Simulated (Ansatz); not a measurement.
Relaxation of the outer planes of the (10-12) surface of hcp Lu in its 1x1 cell, outermost plane spacing 1.35 Å in the ideal cut (one of several cuts of this face).

Method: PBE (plane waves to 420 eV, PAW; Ansatz, a program for electronic structure).

Slab: 12 atoms, 11.5 Å thick at the start; k 11x5x1, smearing 0.1 eV, dipole-corrected; all atoms relaxed; symmetry of the start imposed; no spin, no spin-orbit, no U.

```csv
plane,atoms,bulk spacing to the next (Å),relaxed spacing (Å),change (%),rumpling (Å)
1,Lu,1.354,1.236,-8.7,0.00
2,Lu,0.677,0.681,0.5,0.00
```
